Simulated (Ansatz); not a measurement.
MgO (P3m1, No. 156, 12 atoms in the cell; start mp-775808; a measured phase of this formula has another space group) was calculated with r²SCAN+rVV10 in Ansatz (plane waves, PAW).

Input file:

Ansatz 0.2 input:
```yaml
crystal:
  lattice:
    - [2.8150088811, -1.6252337044, 0.0004480646]
    - [2.8150088811, 1.6252337044, 0.0004480646]
    - [-0.0024701707, 0.0, 15.4443218279]
  atoms:
    - { symbol: Mg, position: [0.333341257, 0.333341257, 0.6480854352] }
    - { symbol: Mg, position: [0.3333614073, 0.3333614073, 0.9792869506] }
    - { symbol: Mg, position: [0.0000183136, 0.0000183136, 0.8136822719] }
    - { symbol: Mg, position: [1.0000033637, 1.0000033637, 0.481885184] }
    - { symbol: Mg, position: [0.0000365052, 0.0000365052, 0.1474891892] }
    - { symbol: Mg, position: [0.6666898769, 0.6666898769, 0.3136834793] }
    - { symbol: O, position: [0.3333507494, 0.3333507494, 0.8517007369] }
    - { symbol: O, position: [0.333336455, 0.333336455, 0.5204602484] }
    - { symbol: O, position: [0.0000274041, 0.0000274041, 0.0185833523] }
    - { symbol: O, position: [1.0000081951, 1.0000081951, 0.6861002956] }
    - { symbol: O, position: [0.0000231725, 0.0000231725, 0.3529809817] }
    - { symbol: O, position: [0.6667033001, 0.6667033001, 0.186061875] }
basis:
  ecutwfc: 560
  ecutrho_ratio: 4
  xc_grid: 3
kpoints:
  mp_grid: { grid: [12, 12, 4] }
  band_path:
    path:
      - [0.0, 0.0, 0.0]
      - [0.0, -0.045455, 0.0]
      - [0.0, -0.090909, 0.0]
      - [-0.000001, -0.136364, 0.0]
      - [-0.000001, -0.181818, 0.0]
      - [-0.000001, -0.227273, 0.0]
      - [-0.000001, -0.272728, 0.000001]
      - [-0.000001, -0.318182, 0.000001]
      - [-0.000001, -0.363637, 0.000001]
      - [-0.000002, -0.409091, 0.000001]
      - [-0.000002, -0.454546, 0.000001]
      - [-0.000002, -0.5, 0.000001]
      - [-0.055558, -0.527778, 0.000001]
      - [-0.111113, -0.555557, 0.000001]
      - [-0.166669, -0.583335, 0.000002]
      - [-0.222225, -0.611113, 0.000002]
      - [-0.27778, -0.638891, 0.000002]
      - [-0.333336, -0.666669, 0.000002]
      - [-0.307695, -0.615386, 0.000002]
      - [-0.282054, -0.564104, 0.000002]
      - [-0.256412, -0.512822, 0.000002]
      - [-0.230771, -0.46154, 0.000001]
      - [-0.20513, -0.410258, 0.000001]
      - [-0.179489, -0.358975, 0.000001]
      - [-0.153847, -0.307693, 0.000001]
      - [-0.128206, -0.256411, 0.000001]
      - [-0.102565, -0.205129, 0.000001]
      - [-0.076924, -0.153847, 0.0]
      - [-0.051282, -0.102564, 0.0]
      - [-0.025641, -0.051282, 0.0]
      - [0.0, 0.0, -0.5]
      - [0.0, -0.045455, -0.5]
      - [0.0, -0.090909, -0.5]
      - [-0.000001, -0.136364, -0.5]
      - [-0.000001, -0.181818, -0.5]
      - [-0.000001, -0.227273, -0.5]
      - [-0.000001, -0.272728, -0.499999]
      - [-0.000001, -0.318182, -0.499999]
      - [-0.000001, -0.363637, -0.499999]
      - [-0.000002, -0.409091, -0.499999]
      - [-0.000002, -0.454546, -0.499999]
      - [-0.000002, -0.5, -0.499999]
      - [-0.055558, -0.527778, -0.499999]
      - [-0.111113, -0.555557, -0.499999]
      - [-0.166669, -0.583335, -0.499998]
      - [-0.222225, -0.611113, -0.499998]
      - [-0.27778, -0.638891, -0.499998]
      - [-0.333336, -0.666669, -0.499998]
      - [-0.307695, -0.615386, -0.499998]
      - [-0.282054, -0.564104, -0.499998]
      - [-0.256412, -0.512822, -0.499998]
      - [-0.230771, -0.46154, -0.499999]
      - [-0.20513, -0.410258, -0.499999]
      - [-0.179489, -0.358975, -0.499999]
      - [-0.153847, -0.307693, -0.499999]
      - [-0.128206, -0.256411, -0.499999]
      - [-0.102565, -0.205129, -0.499999]
      - [-0.076924, -0.153847, -0.5]
      - [-0.051282, -0.102564, -0.5]
      - [-0.025641, -0.051282, -0.5]
    npoints: 1
hamiltonian:
  xc: r2scan
  dispersion: rvv10
  pseudopotentials: { kind: paw }
scf:
  occupations: { method: fermi_dirac, width: 0.01 }
  convergence: { dr2_threshold: 0.0000000012 }
output:
  forces: true
  stress: true
  eigenvalues: true
  write_bands: true
```

Excerpt of the program's output:

```
Crystal: 12 atoms, lattice volume = 141.317 Å³
Basis set: ecut = 560 eV, 4259 PW (Γ), exchange–correlation on 81×81×360 points (27 copies of the dense FFT grid, shifted against one another)
Bands: 60, of which v1, the nominal top of the filled ones, is band 48 counted from 1 (47 counted from 0)
Symmetry: 2 space group operations
Space group: Cm (ITA 8), of the structure as read, at distance tolerance 5.2e-5 Å
k-points: 164 of 576 (time reversal used)
Functional: x = r2scan, c = r2scan + rvv10(b = 11.95, C = 0.0093); τ floored in thin density (d = 2e-4 eV/Å³)
SCF iter   1: F=—  HF=-14983.939140 eV  |F-HF|=—  |Δ(HF+E_count)|=         —  Δρ=8.00e-3  dr2=3.41e-2  dr2_τ=3.75e-1
SCF iter   2: F=—  HF=-14984.240787 eV  |F-HF|=—  |Δ(HF+E_count)|=   3.02e-1  Δρ=4.01e-3  dr2=1.23e-2  dr2_τ=6.17e-4
  ...
SCF iter   8: F=—  HF=-14984.240463 eV  |F-HF|=—  |Δ(HF+E_count)|=   1.39e-9  Δρ=2.48e-6  dr2=7.51e-9  dr2_τ=8.48e-10
SCF iter   9: F=-14984.240463 eV  HF=-14984.240463 eV  |F-HF|=1.31e-10  |Δ(HF+E_count)|=   2.18e-9  Δρ=5.26e-7  dr2=3.21e-10  dr2_τ=3.39e-11
SCF 1 converged in 9 iterations: F = -14984.240463 eV  dr2 = 3.21e-10
SCF converged after 9 iterations
Free energy (F): -14984.240463 eV
Internal energy: -14984.240463 eV  (E = F + TS)
E sigma→0 (E₀):  -14984.240463 eV
Fermi energy:    6.574995 eV
--- Stress (GPa, compression-positive) ---
       -0.000655       0.000000       0.000044
        0.000000       0.000124       0.000000
        0.000044       0.000000       0.001081
  P = ⅓ Tr σ = 0.0002 GPa (0.002 kbar)
```

The PAW data were made under PBE.

A start named mp-… is a Materials Project structure, which need not be a measured phase.

Ansatz is an electronic-structure program.
